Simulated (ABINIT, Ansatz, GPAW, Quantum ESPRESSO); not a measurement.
# HfO₂ (P4_2/nmc, 6 atoms in the cell) computed with different codes at matched settings

Self-consistent single point.

```
HfO2
1.0
    3.61068     0.00000     0.00000
    0.00000     3.61068     0.00000
    0.00000     0.00000     5.24840
Hf O
2 4
Cartesian
  1.80534   1.80534   2.62420
  0.00000   0.00000   0.00000
  0.00000   1.80534   3.65924
  0.00000   1.80534   1.03504
  1.80534   0.00000   4.21337
  1.80534   0.00000   1.58916
```

Shared settings, as Ansatz (a first-principles code) writes them: kpoints.mp_grid.grid = 2 2 1; scf.occupations.method = fermi_dirac; scf.occupations.width = 0.05 eV. Potentials and cutoffs stand in the table.

```
code                                                       model  pressure (GPa)  largest force (eV/Å)  gap on the mesh (eV)  cutoff
----------------  ----------------------------------------------  --------------  --------------------  --------------------  ------
ABINIT                               PBE, PAW (JTH v2.0 PBE PAW)           -2.31                 0.289                 4.612   24 Ha
GPAW                PBE, GPAW PAW datasets PBE (gpaw-data 1.0.1)               –                 0.165                 4.592  950 eV
Ansatz                                            PBE, PAW files            0.13                 0.268                 4.627  420 eV
Quantum ESPRESSO  PBE, GBRV 1.5 ultrasoft (PBE) pseudopotentials           -1.39                 0.276                 4.651   40 Ry
```

A dash marks a value that a program does not give, or that is left out as unsure.

Gaps are read on the mesh.

On Ansatz's run: spin-orbit coupling is off.

The spread over the programs that give each value: pressure within 2.44 GPa; largest force within 0.124 eV/Å; gap on the mesh within 0.059 eV.

Ansatz's pressure is given at a fixed set of plane waves, as the other plane-wave codes print theirs; with its correction for the finite basis it is 0.66 GPa (the shift of 0.53 GPa shows how far the cutoff is from converged). The pressure of GPAW is left out: its cutoff lies under the one at which its stress was checked. In the pressure, Ansatz (by 1.52) lies more than 1 GPa from the median of the plane-wave programs. In the force vectors, GPAW (by 0.107) lies more than 0.08 eV/Å from the median of the plane-wave programs.

On the base mesh (5 5 3) the same programs gave: Ansatz pressure -1.65 GPa, gap on the mesh 4.616 eV; Quantum ESPRESSO pressure -3.27 GPa, gap on the mesh 4.639 eV; ABINIT pressure -4.21 GPa, gap on the mesh 4.606 eV; GPAW gap on the mesh 4.606 eV.

The values differ from the base mesh's, so the mesh still matters here: the table compares the programs at equal settings.

The starting cell comes from a database of computed structures (which also holds hypothetical and non-ambient phases and stackings), without a prior relaxation at this level. Its lattice was rescaled by a random factor within 2.5 % of one.

Left out of this page: CP2K (on another mesh).

Keys are those of Ansatz 0.2.
